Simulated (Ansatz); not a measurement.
Mg2NbN3 (C2/c, No. 15, 12 atoms in the cell; start mp-1246788) was calculated with PBEsol (Ansatz, a first-principles code, PAW).

Numerical settings: plane-wave cutoff 520 eV, 8×8×8 k mesh, Fermi–Dirac smearing 0.01 eV, no spin polarisation, scalar-relativistic PAW data made under PBE.

Cell (relaxed at this level):

```cif
data_Mg4N6Nb2
_chemical_formula_sum 'Mg4 Nb2 N6'
_space_group_name_H-M_alt 'P 1'
_space_group_IT_number 1
_cell_length_a 5.63637
_cell_length_b 5.63637
_cell_length_c 5.68473
_cell_angle_alpha 112.867
_cell_angle_beta 112.867
_cell_angle_gamma 66.075
loop_
_space_group_symop_operation_xyz
  'x, y, z'
loop_
_atom_site_label
_atom_site_type_symbol
_atom_site_fract_x
_atom_site_fract_y
_atom_site_fract_z
_atom_site_occupancy
Mg1 Mg 0.91561 0.75460 0.42281 1
Mg2 Mg 0.08439 0.24540 0.57719 1
Mg3 Mg 0.24540 0.08439 0.07719 1
Mg4 Mg 0.75460 0.91561 0.92281 1
Nb1 Nb 0.58878 0.41122 0.75000 1
Nb2 Nb 0.41122 0.58878 0.25000 1
N1 N 0.90040 0.09960 0.75000 1
N2 N 0.09960 0.90040 0.25000 1
N3 N 0.58674 0.72545 0.07355 1
N4 N 0.41326 0.27455 0.92645 1
N5 N 0.27455 0.41326 0.42645 1
N6 N 0.72545 0.58674 0.57355 1
```

Q: Estimate the band gap and Γ–Γ gap that the calculation returns.

A: 
band gap: 1.34 eV (on the SCF k mesh)
Γ–Γ gap: 2.08 eV

Note: the relaxation could not lower the start's symmetry, so the cell can be a saddle point above a distorted one.

Spin–orbit coupling is not included.

A start named mp-… is a Materials Project structure, which need not be a measured phase.
